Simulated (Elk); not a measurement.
**Elk run on CuZn (Pm-3m, 2 atoms in the cell): self-consistent single point**

Computed with PBE, all-electron FP-LAPW, Elk's shipped species files, APW+lo basis with extra local orbitals (Elk 10.2.4).

Input:

```
tasks
  0

xctype
  20

rgkmax
  7.5

gmaxvr
  14.0

nxlo
  2

lorbcnd
  .true.

rmtscf
  0.96

lmaxi
  3

stype
  0

swidth
  0.00999582

avec
    5.6555251026    0.0000000000    0.0000000000
    0.0000000000    5.6555251026    0.0000000000
    0.0000000000    0.0000000000    5.6555251026

atoms
  2   : nspecies
  'Zn.in'   : spfname
  1   : natoms; atposl, bfcmt below
  0.5000000000  0.5000000000  0.5000000000    0.0 0.0 0.0
  'Cu.in'   : spfname
  1   : natoms; atposl, bfcmt below
  0.0000000000  0.0000000000  0.0000000000    0.0 0.0 0.0

ngridk
  7 7 7
```

The program printed (abridged):

```
│ Elk code version 10.2.4 │

All units are atomic (Hartree, Bohr, etc.)

│ Ground-state run starting from atomic densities │

Lattice vectors :
   5.655525103       0.000000000       0.000000000
   0.000000000       5.655525103       0.000000000
   0.000000000       0.000000000       5.655525103

Unit cell volume      :    180.8917679
Brillouin zone volume :    1.371263139

Muffin-tin inner radius fraction :   0.1000000000E-01

Nuclei treated as point charges

Species :    1 (Zn)
 parameters loaded from : Zn.in
 name : zinc
 nuclear charge    :   -30.00000000
 electronic charge :    30.00000000
 atomic mass :    119233.3129
 muffin-tin radius :    2.304000000
 number of radial points in muffin-tin :    497
 atomic positions (lattice), magnetic fields (Cartesian) :
   1 :   0.00000000  0.00000000  0.00000000    0.00000000  0.00000000  0.00000000

Species :    2 (Cu)
 parameters loaded from : Cu.in
 name : copper
 nuclear charge    :   -29.00000000
 electronic charge :    29.00000000
 atomic mass :    115837.2717
 muffin-tin radius :    2.304000000
 number of radial points in muffin-tin :    497
 atomic positions (lattice), magnetic fields (Cartesian) :
   1 :   0.50000000  0.50000000  0.50000000    0.00000000  0.00000000  0.00000000

Total number of atoms per unit cell :    2

Spin treatment :
 spin-unpolarised

Number of Bravais lattice symmetries :   48
Number of crystal symmetries         :   48
Crystal has inversion symmetry
Real symmetric eigensolver will be used

k-point grid :      7     7     7
k-point offset :    0.000000000       0.000000000       0.000000000
k-point set is reduced with full crystal symmetry group
Total number of k-points :       20

Muffin-tin radius times maximum |G+k| :    7.500000000
 using average radius
Maximum |G+k| for APW functions       :    3.255208333
Maximum (1/2)|G+k|²                   :    5.298190647
Maximum |G| for potential and density :    14.00000000
 potential will be trimmed for |G| > 2 gkmax
Constant for pseudocharge density :    8
Radial integration step length :    4

G-vector grid sizes :     27    27    27
Number of G-vectors :     8385

Maximum angular momentum used for
 APW functions                      :    8
 outer part of muffin-tin           :    6
 inner part of muffin-tin           :    3

Total nuclear charge    :   -59.00000000
Total core charge       :    24.00000000
Total valence charge    :    35.00000000
Total excess charge     :    0.000000000
Total electronic charge :    59.00000000

Effective Wigner radius, rₛ :   0.9012101217

Number of empty states         :    8
Total number of valence states :   26
Total number of core states    :   24

Conduction state local-orbitals added automatically
Total number of local-orbitals :  164

Exchange-correlation functional :     20     0     0
 Perdew-Burke-Ernzerhof, Phys. Rev. Lett. 77, 3865 (1996)
 gradient requirement :    1
 generalised gradient approximation (GGA)

Smearing type :    0
 Gaussian
Smearing width :   0.9995820000E-02
Effective electronic temperature (K) :    3156.430308

Mixing type :    3
 Broyden mixing, J. Phys. A: Math. Gen. 17, L317 (1984)

Kohn-Sham potential initialised from atomic data

│ Self-consistent loop started │
│ Loop number : 1 │
 total energy                :     -3436.89906704
│ Loop number : 2 │
 total energy                :     -3437.93090329
RMS change in Kohn-Sham potential (target) :   0.3897347790     (  0.1000000000E-05)
Absolute change in total energy (target)   :    1.031836249     (  0.1000000000E-03)
│ Loop number : 3 │
 total energy                :     -3440.09132423
RMS change in Kohn-Sham potential (target) :   0.3454838272     (  0.1000000000E-05)
Absolute change in total energy (target)   :    2.418380002     (  0.1000000000E-03)
│ Loop number : 4 │
 total energy                :     -3441.02860431
RMS change in Kohn-Sham potential (target) :   0.3111166536     (  0.1000000000E-05)
Absolute change in total energy (target)   :    1.541875075     (  0.1000000000E-03)
│ Loop number : 5 │
 total energy                :     -3444.88074429
RMS change in Kohn-Sham potential (target) :   0.1997002567     (  0.1000000000E-05)
Absolute change in total energy (target)   :    4.237608746     (  0.1000000000E-03)
│ Loop number : 6 │
 total energy                :     -3448.71392413
RMS change in Kohn-Sham potential (target) :   0.7672182462E-01 (  0.1000000000E-05)
Absolute change in total energy (target)   :    4.892582030     (  0.1000000000E-03)
│ Loop number : 7 │
 total energy                :     -3450.95028175
RMS change in Kohn-Sham potential (target) :   0.1037547015E-01 (  0.1000000000E-05)
Absolute change in total energy (target)   :    3.459503128     (  0.1000000000E-03)
│ Loop number : 8 │
 total energy                :     -3451.20235861
RMS change in Kohn-Sham potential (target) :   0.1969331986E-02 (  0.1000000000E-05)
Absolute change in total energy (target)   :    1.116952643     (  0.1000000000E-03)
│ Loop number : 9 │
 total energy                :     -3451.30941782
RMS change in Kohn-Sham potential (target) :   0.6582739733E-03 (  0.1000000000E-05)
Absolute change in total energy (target)   :   0.3862973717     (  0.1000000000E-03)
│ Loop number : 10 │
 total energy                :     -3451.28944016
RMS change in Kohn-Sham potential (target) :   0.9293265382E-04 (  0.1000000000E-05)
Absolute change in total energy (target)   :   0.7659667979E-01 (  0.1000000000E-03)
│ Loop number : 11 │
 total energy                :     -3451.28412019
RMS change in Kohn-Sham potential (target) :   0.1097279653E-03 (  0.1000000000E-05)
Absolute change in total energy (target)   :   0.1382920361E-01 (  0.1000000000E-03)
│ Loop number : 12 │
 total energy                :     -3451.28290700
RMS change in Kohn-Sham potential (target) :   0.4874074476E-04 (  0.1000000000E-05)
Absolute change in total energy (target)   :   0.2244109250E-02 (  0.1000000000E-03)
│ Loop number : 13 │
 total energy                :     -3451.28350544
RMS change in Kohn-Sham potential (target) :   0.1188454457E-04 (  0.1000000000E-05)
Absolute change in total energy (target)   :   0.1159467229E-02 (  0.1000000000E-03)
│ Loop number : 14 │
 total energy                :     -3451.28378184
RMS change in Kohn-Sham potential (target) :   0.4774203140E-05 (  0.1000000000E-05)
Absolute change in total energy (target)   :   0.5662656790E-03 (  0.1000000000E-03)
│ Loop number : 15 │
 total energy                :     -3451.28368294
RMS change in Kohn-Sham potential (target) :   0.2866521539E-05 (  0.1000000000E-05)
Absolute change in total energy (target)   :   0.4266614224E-04 (  0.1000000000E-03)
│ Loop number : 16 │
 total energy                :     -3451.28359449
RMS change in Kohn-Sham potential (target) :   0.5499938023E-06 (  0.1000000000E-05)
Absolute change in total energy (target)   :   0.7778510326E-04 (  0.1000000000E-03)
Convergence targets achieved

│ Loop number : 17 │

Energies :
 Fermi                       :     0.251148566709
 sum of eigenvalues          :     -1975.99036166
 electron kinetic            :      3512.08892086
 core electron kinetic       :      3114.31042424
 Coulomb                     :     -6823.94476146
 Coulomb potential           :     -5306.96012398
 nuclear-nuclear             :     -443.381871639
 electron-nuclear            :     -7454.16565565
 Hartree                     :      1073.60276584
 Madelung                    :     -4170.46469947
 xc potential                :     -181.119158545
 exchange                    :     -136.609115779
 correlation                 :     -2.81861390268
 total energy                :     -3451.28357027

Density of states at Fermi energy :    11.20297994
 (states/Hartree/unit cell)

Estimated indirect band gap :   0.1317280063E-01
 from k-point      3 to k-point      6
Estimated direct band gap   :   0.5849270740E-01
 at k-point     19

Charges :
 core                        :    24.00000000
 valence                     :    35.00000000
 interstitial                :    2.245829358
 muffin-tins (core leakage)
  species :    1 (Zn)
   atom    1                 :    28.76139761     (  0.1443994148E-03)
  species :    2 (Cu)
   atom    1                 :    27.99277304     (  0.2728373280E-03)
 total in muffin-tins        :    56.75417064
 total calculated charge     :    58.98561546
 total charge                :    59.00000000
 error                       :   0.1438453748E-01

│ Self-consistent loop stopped │
```

The run converged in 17 iterations. The count includes the last loop, which Elk runs after its targets are met.

The starting cell has typed, rounded lattice constants, without a prior relaxation at this level. Its lattice was rescaled by a random factor within 2.5 % of one. Spin polarisation is off. Values depend on the basis (sphere radii, cutoffs, local orbitals), which need not be converged. The log's line on a gap gives a spacing of levels on this mesh, which the program prints for metals too.
